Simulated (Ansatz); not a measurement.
**Ir: energy against volume**

Ir (fcc, Fm-3m, 14.500 Å³/atom and stress up to 0.01 GPa in the relaxed cell, cube axes along x, y and z) under hydrostatic pressure, with the cell free. PBE in Ansatz, a plane-wave DFT program (PAW, default set), 420 eV, 21×21×21 Γ-centred mesh, Fermi-Dirac smearing 0.05 eV.

Here V stands for volume and E for E less E0.

```csv
volume (Å³/atom),E less E0 (meV/atom),pressure (GPa)
14.5852,0.58,-2.01
14.5423,0.15,-1.01
14.4997,0.00,0.00
14.4627,0.08,0.89
14.4142,0.51,2.09
14.3188,2.43,4.51
14.1505,9.43,9.02
13.9442,24.74,15.00
13.4936,?,?
```

Problem. Using the third-order Birch-Murnaghan form, a cubic in V^(-2/3), estimate the missing E at V = 13.4936 from the other rows, showing the fit.

Solution. With u = V^(-2/3) - 0.1692, the rows have u = -0.0016832, -0.0013539, -0.0010253, -0.0007386, -0.0003609, 0.0003882, 0.0017302, 0.0034120. Least squares gives E = 1.257 + 2523.8·u + 1265799·u² + 3408402·u³. Residuals (row less fit): 0.001, -0.002, 0.004, -0.002, -0.001, 0.002, -0.001, 0.000; standard error 0.003 (degrees of freedom: 4). Its minimum lies at u = -0.0010010, so V0 = (0.1681990)^(-3/2) = 14.50. There d²E/du² = 2511000 and d³E/du³ = 2.045e7, so B0 = (4/9) × 14.50^(-7/3) × 2511000 × 0.160218 = 349 GPa (the last factor turns the table's units into GPa), and B0' = 4 + (2/3) × 0.1681990 × (2.045e7)/2511000 = 4.9. B0' rests on the cubic coefficient alone and has a standard error of 0.1 from these residuals. At the withheld row, u = 0.0072337, so E = 1.257 + 2523.8 × 0.0072337 + 1265799 × 0.0072337² + 3408402 × 0.0072337³ = 87.038 meV/atom. The calculation gives 87.16 meV/atom, 0.122 meV/atom above the prediction (0.1 % of the range of E in the table). The row lies outside the fitted rows, so this is an extrapolation. The scatter of the fitted rows lies at the last printed digit.

In a metal these values are sensitive to mesh and smearing; energies are taken to zero smearing, stresses follow the free energy. The runs aren't spin-polarised. Spin-orbit coupling is left out, which can shift these values for the heavy elements here. Other structures, which can take over under pressure, weren't tried. The same form fitted to the pressure column gives B0' = 5.1; series where the two differ by over 0.4 aren't shown. Rows are the converged runs of the series near zero and its far end, less any whose ions stayed unrelaxed beside relaxed ones; series whose fitted rows scatter by over a few per cent of the range, as at a crossing or softening among them, aren't shown in this form.
